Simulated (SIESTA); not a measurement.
Troubleshooting SIESTA: a failed run on Mo2C (Pbcn, 12 atoms in the cell). The aim is a self-consistent single point with DFT, LDA PW92, numerical atomic orbitals DZP, PseudoDojo LDA standard norm-conserving potentials (rewritten from UPF to PSML).

Cell that was meant: a = 4.7350 Å, b = 6.0250 Å, c = 5.2100 Å, α = 90.00°, β = 90.00°, γ = 90.00°.

Part of the input:

```
# files in the folder: C.psml Mo.psml (PseudoDojo LDA standard)
SystemName  C5Mo8
SystemLabel siesta

NumberOfAtoms                13
NumberOfSpecies              2
%block ChemicalSpeciesLabel
  1 6 C
[...]
     6.666150634    7.115999938    4.105562287  2
     2.281702566    7.115999938    0.817174268  2
     2.192224034    9.962399913    5.739910823  2
     0.000000000    4.269599963    2.461368277  1
%endblock AtomicCoordinatesAndAtomicSpecies

XC.functional                LDA
```

Log, with long lists cut:

```
reinit: Reading from file input.fdf

reinit: System Name: C5Mo8
reinit: System Label: siesta

coor:   Atomic-coordinates input format  =     Cartesian coordinates
coor:                                          (in units of alat)

siesta: Atomic coordinates (Bohr) and species
siesta:      0.00000   4.26960   2.46137  1        1
   [... lines left out ...]
diag: Used triangular part                          = Lower
diag: Absolute tolerance                            =  0.100E-15
diag: Orthogonalization factor                      =  0.100E-05
diag: Memory factor                                 =  1.0000

superc: Internal auxiliary supercell:     5 x     5 x     5  =     125
superc: Number of atoms, orbitals, and projectors:   1625  27125  23000

                        Single-point calculation

superc: Internal auxiliary supercell:     5 x     5 x     5  =     125
superc: Number of atoms, orbitals, and projectors:   1625  27125  23000

outcell: Unit cell vectors (Ang):
        4.735000    0.000000    0.000000
        0.000000    6.025000    0.000000
        0.000000    0.000000    5.210000

outcell: Cell vector modules (Ang)   :    4.735000    6.025000    5.210000
outcell: Cell angles (23,13,12) (deg):     90.0000     90.0000     90.0000
outcell: Cell volume (Ang**3)        :    148.6328
siesta: WARNING: Atoms     1    13 too close: rij =    0.000000 Ang
siesta: WARNING: Atoms    14    26 too close: rij =    0.000000 Ang
siesta: WARNING: Atoms    27    39 too close: rij =    0.000000 Ang
siesta: WARNING: Atoms    40    52 too close: rij =    0.000000 Ang
siesta: WARNING: Atoms    53    65 too close: rij =    0.000000 Ang
   [... 116 lines left out ...]
siesta: WARNING: Atoms  1574  1586 too close: rij =    0.000000 Ang
siesta: WARNING: Atoms  1587  1599 too close: rij =    0.000000 Ang
siesta: WARNING: Atoms  1600  1612 too close: rij =    0.000000 Ang
siesta: WARNING: Atoms  1613  1625 too close: rij =    0.000000 Ang
new_DM -- step:     1
Initializing Density Matrix...

Attempting to read DM from file... Failed...
DM filled with atomic data:

InitMesh: MESH = 50 x 64 x 60 = 192000
InitMesh: Mesh cutoff (required, used) =   300.000   308.178 Ry
         205
cdiag: Error in Cholesky factorisation
cdiag: Error in Cholesky factorisation
Stopping Program from Node:    0
Stopping Program from Node:    0
```

**Question.** Read the log: what does the program object to, and what is the fix?

**Answer.** The fault is one atom entered twice; here the program stops on it instead of giving results. To fix it, remove the duplicate atom. The program stopped with an error.

The sound input it was made from differs as follows (other fixes are possible):
```diff
-SystemName  C5Mo8
+SystemName  Mo2C
-NumberOfAtoms                13
+NumberOfAtoms                12
-     0.000000000    4.269599963    2.461368277  1
```

With that input, the run converged in 11 iterations: free energy E − TS -15970.3469 eV; Fermi level (on the code's own zero) -3.74 eV; pressure -8.30 GPa; largest force (vector length) 0.618 eV/Å (DFT, LDA PW92, numerical atomic orbitals DZP, PseudoDojo LDA standard norm-conserving potentials (rewritten from UPF to PSML)).

On the sound input: the starting cell comes from a database of published, mostly measured structures (it also holds non-ambient and calculated ones), without a prior relaxation at this level. Spin polarisation is off. Values carry the incompleteness of an atom-centred basis. With a pressure of about -8 GPa the cell is away from its equilibrium volume at this level. Without a gap this mesh is coarse (it stands for a supercell whose shortest vector is 16 Å).
